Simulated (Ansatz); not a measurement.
Data:

```yaml
crystal:
  lattice:
    - [0.00000, 3.10635, 3.10635]
    - [3.10635, 0.00000, 3.10635]
    - [3.10635, 3.10635, 0.00000]
  atoms:
    - { symbol: W, position: [0.00000, 0.00000, 0.00000] }
    - { symbol: Se, position: [0.25000, 0.25000, 0.25000] }
    - { symbol: Se, position: [0.75000, 0.75000, 0.75000] }
```

Spin-polarised, with starting moments of sign W+ Se0 Se0.

Calculations: Kohn–Sham DFT with the r2SCAN functional, run in Ansatz (a program for electronic structure) with PAW and 500 eV plane waves, no spin-orbit coupling. k-mesh 13×13×13 (Γ-centred); smearing 0.05 eV (Fermi–Dirac).

**Question.** Predict the largest site moment and band gap.

**Answer.** 
```json
{
  "largest_site_moment": "1.38 μB",
  "band_gap": "zero"
}
```

The magnetic state is the one reached from the starting moments; the real material's order can differ, and small cells can't hold many antiferromagnetic ones. The cells carry an imposed strain or load. Stability against distortions was not tested. The cell was made from WSe$_{2}$ (space group Fm-3m, No. 225; ferromagnetic; a hypothetical phase, not in the database extracts checked) by this change: isotropic strain −0.79 %.
